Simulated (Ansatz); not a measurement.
A user runs Ansatz (a first-principles code) on Rb₂GaCuI₆ (Fm-3m, 10 atoms in the cell) and asks whether the run is sound. The aim is a self-consistent single point with DFT, PBE, plane waves, default PAW files.

Cell that was meant: a = 7.7441 Å, b = 7.7441 Å, c = 7.7441 Å, α = 60.00°, β = 60.00°, γ = 60.00°.

Part of the input:

Ansatz 0.2 input:
```yaml
    - { symbol: I, position: [0.749100, 0.250900, 0.749100] }
    - { symbol: I, position: [0.250900, 0.250900, 0.749100] }
    - { symbol: I, position: [0.749100, 0.749100, 0.250900] }
basis:
  ecutrho_ratio: 2
kpoints:
  mp_grid: { grid: [4, 4, 4] }
hamiltonian:
```

Output, abridged:

```
WARN basis.ecutwfc = 420 eV, the default
WARN basis.ecutrho_ratio = 2 (ecutrho = 840 eV) is below the records' recommended cutoff
   [... lines left out ...]
Symmetry: 48 space group operations
Space group: Fm-3m (ITA 225), of the structure as read, at distance tolerance 6.9e-5 Å
k-points: 8 of 64
Initial density: superposition of atomic densities (neutral atoms: chi_scale 0, normalization atom), corrected by the library's trained network
Initial wavefunctions: pseudopotential atomic-orbital guess
Eigensolver: davidson
Functional: x = pbe(κ = 0.804, μ = 0.2195149727645171), c = pbe(β = 0.06672455060314922)
SCF iter   1: F=—  HF=-62027.117778 eV  |F-HF|=—  |Δ(HF+E_count)|=         —  Δρ=2.57e-3  dr2=2.52e-2  ethr=1.77e-3  ⟨swp⟩=7.2  Hψ=2964  notcnv=0  defer=39
all-band conjugate gradients solve this SCF's bands
preconditioner: auto → LDOS
SCF iter   2: F=—  HF=-62027.116339 eV  |F-HF|=—  |Δ(HF+E_count)|=   1.44e-3  Δρ=8.48e-4  dr2=2.79e-3  ethr=1.66e-5  ⟨swp⟩=2.0  Hψ=1186  notcnv=0  defer=46
   [... lines left out ...]
SCF iter   7: F=—  HF=-62027.115493 eV  |F-HF|=—  |Δ(HF+E_count)|=   1.11e-5  Δρ=3.01e-5  dr2=2.02e-6  ethr=3.40e-8  ⟨swp⟩=2.0  Hψ=1277  notcnv=0  defer=46
SCF iter   8: F=—  HF=-62027.115492 eV  |F-HF|=—  |Δ(HF+E_count)|=   4.56e-7  Δρ=7.75e-6  dr2=1.29e-7  ethr=1.33e-9  ⟨swp⟩=2.0  Hψ=997  notcnv=0  defer=46
SCF iter   9: F=-62027.115492 eV  HF=-62027.115492 eV  |F-HF|=6.40e-9  |Δ(HF+E_count)|=   2.63e-8  Δρ=1.71e-6  dr2=9.66e-9  ethr=6.58e-11  ⟨swp⟩=16.4  Hψ=4347  notcnv=0
SCF 1 converged in 9 iterations: F = -62027.115492 eV  dr2 = 9.66e-9
Free energy (F): -62027.115492 eV
Internal energy: -62027.036104 eV  (E = F + TS)
E sigma→0 (E₀):  -62027.075798 eV
Entropy (-TS):   -0.079389 eV (-7.939 meV/atom)
Fermi energy:    6.951900 eV
--- Forces (eV/Å), atoms counted from 1 ---
  atom   1  Rb    -0.00000000    -0.00000000     0.00000000
  atom   2  Rb     0.00000000     0.00000000    -0.00000000
  atom   3  Cu    -0.00000000    -0.00000000    -0.00000000
  atom   4  Ga    -0.00000000     0.00000000    -0.00000000
  atom   5  I      0.23706754    -0.00000000    -0.00000000
  atom   6  I     -0.23706754     0.00000000    -0.00000000
  atom   7  I      0.00000000     0.23706754     0.00000000
   [... lines left out ...]
  P = ⅓ Tr σ = 4.4626 GPa (44.626 kbar)
  The stress holds the Pulay correction, which leaves out the density cutoff's part. Without it, at fixed plane waves, as pw.x and ABINIT print it …
settings of this run that can trade accuracy for cost: basis.ecutrho_ratio < 4. Do not mix this run's numbers with those of runs without the same settings …
```

Is this run sound? If not, what is wrong?

The results are close to the sound ones and would serve for rough work. The doubtful point is a density cutoff or grid that is too coarse. The charge density holds wave vectors up to twice those of the orbitals (four times the energy cutoff), and augmentation charges need more still. The run converged in 9 iterations without an error; against the sound input the free energy falls by 4.2 meV/atom, the pressure goes from 4.36 to 4.46 GPa and the largest force stays at 0.237 eV/Å. The full log also holds (shortened here): “WARN basis.ecutrho_ratio = 2 (ecutrho = 840 eV) is below the records' recommended cutoff”. At a fixed set of plane waves, without the program's Pulay estimate, the pressure is 4.44 GPa against 4.34 GPa.

The sound input it was made from differs as follows (other fixes are possible):
```diff
-basis:
-  ecutrho_ratio: 2
```

With that input, the run converged in 9 iterations: free energy E − TS (on the zero of these files) -62027.0733 eV; Fermi level (on the code's own zero) 6.95 eV; pressure 4.36 GPa; largest force (vector length) 0.237 eV/Å (DFT, PBE, plane waves, default PAW files).

On the sound input: the starting cell was generated: these elements placed on a structure prototype, without a prior relaxation; it need not be a known phase or ordering of this composition. Spin-orbit coupling is off. Spin polarisation is off. With a pressure of about 4 GPa the cell is away from its equilibrium volume at this level. Ansatz's pressure includes its estimate of the finite-basis (Pulay) stress. The run gives no clean gap (levels at the Fermi energy touch, overlap or are partly filled at this smearing), which alone does not show that the compound is a metal.
